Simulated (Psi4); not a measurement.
Psi4 1.11, BP86/def2-svp: Cr(O)(S)(F)(SH) ([O]=[Cr]([F])(=[S])[SH]), 6 atoms. The geometry is a generated start, not checked to be a minimum at this level.

```yaml
task: energy
method: bp86
basis: def2-svp
memory: 3 GB
maxiter: 100
keys_of_the_molecule_block: symmetry c1
scf_type: df (default)
e_convergence: 1e-06 (default)
d_convergence: 1e-06 (default)
dft_radial_points: 75 (default)
dft_spherical_points: 302 (default)
basis_functions: 100
grid_points: 130936
```

```xyz
6

Cr     0.3699     0.0932    -0.5419
O      1.8263     0.6235    -0.5478
S      0.3388    -1.9550    -0.3149
F     -0.8097     0.4340    -1.6995
S     -0.3844     0.8541     1.4216
H     -1.3407    -0.0498     1.6825
```

Charge 0 and multiplicity 1 are set for this test and not shown to be the ground state.

With the defaults (guess = auto, which took SAD, diis_max_vecs = 10, diis = true, scf_initial_accelerator = adiis, damping_percentage = 0, soscf = false, soscf_start_convergence = 0.01, level_shift = 0, level_shift_cutoff = 0.01) it converges in 19 SCF iterations. One run each on 2 threads, with these changes:
- level_shift = 0.1, level_shift_cutoff = 0.001
- diis = false, scf_initial_accelerator = none, damping_percentage = 60
- guess = sap
- guess = sadno
- scf_initial_accelerator = ediis
- diis_max_vecs = 3
- soscf = true, soscf_start_convergence = 0.1
- diis_max_vecs = 6
- guess = sapgau

Question: Which of these changes keep the SCF from converging, or lead it to another solution?

Answer: No convergence: guess = sapgau; diis_max_vecs = 3; diis = false, scf_initial_accelerator = none, damping_percentage = 60 (the run ends without SCF convergence in 100 iterations). The rest reach the solution of the defaults.

```csv
setting,SCF iterations,JK calls,end
scf_initial_accelerator = ediis,18,19,same solution
the defaults,19,20,same solution
guess = sadno,19,19,same solution
guess = sap,19,19,same solution
"soscf = true, soscf_start_convergence = 0.1",21,82,same solution
"level_shift = 0.1, level_shift_cutoff = 0.001",21,22,same solution
diis_max_vecs = 6,51,52,same solution
guess = sapgau,100,100,no convergence
diis_max_vecs = 3,100,101,no convergence
"diis = false, scf_initial_accelerator = none, damping_percentage = 60",100,101,no convergence
```

An SOSCF iteration holds several JK calls; a Hückel guess adds calls on atoms. 2 further runs of the study ended by our limits or in an error and are left out.
